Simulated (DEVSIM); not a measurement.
Structure: abrupt Ge p-n junction, at 300 K.

Layer 1 from the left is Ge, thickness (μm) 3.10, Na (cm⁻³) 1.5e18, τn (s) 0.00018, τp (s) 0.00018. Layer 2 from the left is Ge, thickness (μm) 76.0, Nd (cm⁻³) 1.3e17, τn (s) 0.00018, τp (s) 0.00018.

Left contact: ohmic. Right contact: ohmic. Voltage is applied to the left contact. Recombination: SRH at mid-gap, radiative, Auger. Mobility is μmin + (μ − μmin)/(1 + (N/Nref)^α).

The device is made up for the run: typed textbook-type constants, with dimensions and the other settings drawn at random. Values at 300 K.

Ge: gap (eV) 0.664, affinity (eV) 4, permittivity 16, Nc (cm⁻³) 1.04e19, Nv (cm⁻³) 6e18, μn (cm²/Vs) 3900, μp (cm²/Vs) 1900, μn,min 150, μp,min 100, Nref,n 2.6e17, Nref,p 4e17, αn 0.56, αp 0.6, B (cm³/s) 6.4e-14, Cn (cm⁶/s) 1e-31, Cp (cm⁶/s) 1e-31.

Estimate by hand the built-in potential, the peak field at zero bias, and compare with a numerical solution.


- Built-in potential: ni = √(Nc Nv) exp(−Eg/2kT) = 2.09e13 cm⁻³ with Eg = 0.664 eV; Vbi = kT/q ln(Na Nd/ni²) = 0.515 V; numerical 0.515 V.
- Peak field at zero bias: depletion approximation: W = √(2εVbi/(qN)) = 0.0872 μm with N = 1.20e17 cm⁻³; field = 2Vbi/W = 118000 V/cm; numerical 115000 V/cm (estimate above by 2.3 %).

Model (solved in DEVSIM): 1D drift-diffusion, Boltzmann statistics, complete ionisation; no tunnelling, impact ionisation, image-force lowering or self-heating.
